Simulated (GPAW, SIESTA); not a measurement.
A GPAW input for a self-consistent single point of Al2Pd (P1, 3 atoms in the cell) (DFT PBEsol, plane waves, GPAW PAW datasets PBEsol (made by gpaw-setup)):

```python
from ase import Atoms
from ase.units import GPa
from gpaw import GPAW

atoms = Atoms(['Al', 'Al', 'Pd'],
              cell=[[0.000000, 2.949535, 2.949535],
                    [2.949535, 0.000000, 2.949535],
                    [2.949535, 2.949535, 0.000000]],
              positions=[[1.496550, 1.406536, 1.474921],
                         [4.430653, 4.475931, 4.461487],
                         [-0.028133, 0.016600, -0.037341]],
              pbc=True)

calc = GPAW(mode={'name': 'pw', 'ecut': 600},
            xc='PBEsol',
            kpts=(7, 7, 7),
            occupations={'name': 'methfessel-paxton', 'width': 0.136, 'order': 0},
            nbands=-9,
            convergence={'density': 1e-05, 'energy': 1e-05},
            symmetry={'symmorphic': False, 'tolerance': 0.0005},
            maxiter=150,
            txt='-')

atoms.calc = calc

energy = atoms.get_potential_energy()
print('Energy (eV):', round(energy, 6))
forces = atoms.get_forces()
print('Forces (eV/Ang):')
print(forces.round(5))
stress = atoms.get_stress()
print('Stress (GPa, Voigt):', (stress / GPa).round(4))
```

### Question
Give the SIESTA input for the same structure, mesh, smearing and functional.

### Answer
One input that does it (others would too):

```
# files in the folder: Al.psml Pd.psml (PseudoDojo PBEsol standard)
SystemName  Al2Pd
SystemLabel al2pd

NumberOfAtoms                3
NumberOfSpecies              2
%block ChemicalSpeciesLabel
  1 13 Al
  2 46 Pd
%endblock ChemicalSpeciesLabel
LatticeConstant              1.0 Bohr
%block LatticeVectors
     0.000000000    5.573813345    5.573813345
     5.573813345    0.000000000    5.573813345
     5.573813345    5.573813345    0.000000000
%endblock LatticeVectors
AtomicCoordinatesFormat      Fractional
%block AtomicCoordinatesAndAtomicSpecies
     0.234767000    0.265285000    0.242100000  1
     0.763979000    0.748628000    0.753525000  1
     0.001253000   -0.013913000    0.004375000  2
%endblock AtomicCoordinatesAndAtomicSpecies

XC.functional                GGA
XC.authors                   PBEsol
PAO.BasisSize                DZP
PAO.EnergyShift              0.005 Ry
MeshCutoff                   350 Ry
%block kgrid.MonkhorstPack
    7   0   0  0.0
    0   7   0  0.0
    0   0   7  0.0
%endblock kgrid.MonkhorstPack
OccupationFunction           MP
OccupationMPOrder            0
ElectronicTemperature        1578.21 K

MaxSCFIterations             150
SCF.Mixer.Method             Pulay
SCF.Mixer.Weight             0.2
SCF.Mixer.History            6
SCF.DM.Tolerance             1.0E-05
Diag.ParallelOverK           true
WriteForces                  true
```

Basis settings and potentials, where a program has them, do not carry over. This input uses DFT, GGA PBEsol, numerical atomic orbitals DZP, PseudoDojo PBEsol standard norm-conserving potentials (rewritten from UPF to PSML).

The starting cell comes from a database of computed structures (which also holds hypothetical and non-ambient phases and stackings), without a prior relaxation at this level. For this run, on top of that: atoms moved at random.
